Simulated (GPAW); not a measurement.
# σyy against uniaxial strain in diamond-structure Sn (space group 227): C12 (GPAW, PBEsol)

```xyz
2
Lattice="0.0000 3.2634 3.2634 3.2144 0.0000 3.2634 3.2144 3.2634 0.0000" Properties=species:S:1:pos:R:3 pbc="T T T"
Sn     3.2144     3.2634     3.2634
Sn     4.8216     4.8950     4.8950
```

Method: PBEsol, GPAW PAW datasets PBEsol (made by gpaw-setup) (plane waves; GPAW). Settings: mode = pw; ecut = 585 eV; xc = PBEsol; kpts = 10 10 10; mesh shift (steps) = 0 0 0; occupations.name = fermi-dirac; occupations.width = 0.01 eV; nbands = -4; convergence.density = 1e-06 e/electron; convergence.energy = 1e-06 eV/electron; convergence.bands = -2; symmetry.symmorphic = false; symmetry.tolerance = 0.0005; maxiter = 150. The cell above is the first row's. The rows stretch one cube axis (x) by the strain ε and hold the other two. Stress is positive in tension. In all rows fractional positions and the k mesh are held.

| ε (%) | σyy (GPa) |
|---|---|
| -1.5 | ? |
| -1.0 | -0.284 |
| -0.5 | -0.116 |
| 0.0 | 0.043 |
| 0.5 | 0.196 |
| 1.0 | 0.342 |
| 1.5 | 0.479 |
| 2.0 | 0.609 |

The 7 complete rows are fitted with a parabola, σyy against ε. Least squares gives σyy = 0.0436 + 0.31267·ε - 0.01495·ε². Residuals (row less fit): 0.0000, 0.0005, -0.0006, -0.0002, 0.0007, 0.0000, -0.0001; standard error 0.0005 (degrees of freedom: 4). The slope at ε = 0, 0.31267 GPa per cent, gives C12 ≈ 100 × 0.31267 = 31 GPa, for the static lattice.

Problem. What does the fit predict for σyy at ε = -1.5, and how far is the calculated value from it?

Solution. σyy = 0.0436 + 0.31267 × (-1.5) - 0.01495 × (-1.5)² = -0.4590 GPa. The calculation gives -0.457 GPa, 0.0020 GPa above the prediction (0.2 % of the range of σyy in the table). The row lies outside the fitted rows, so this is an extrapolation. From the scatter of the fitted rows alone, a prediction at this place has a standard error of 0.0010 GPa, so the miss is 2.1 times that.

Carrying the step between the two nearest rows on in a straight line would have given -0.452, off by 0.005; series whose last step already gives the withheld value aren't shown. The reference cell has the volume at which an earlier scan in this program and functional put its minimum by a fit. This is grey tin, the low-temperature phase. The runs keep the symmetry of the cell, so they don't test it for distortions. The unstrained cell stands at a pressure of -0.04 GPa, and the constants belong to that pressure. By symmetry this strain leaves no force on the atoms; the largest in the rows is 0.000 eV/Å. Without a gap such slopes are sensitive to mesh and smearing. Cutoffs and mesh are single choices, not tested for convergence of this quantity. Series with a scatter that would blur these digits, or in which a gap closes, are not shown. Strain series were run only where this level's volume lies within 10 % of a first guess from the measured size.
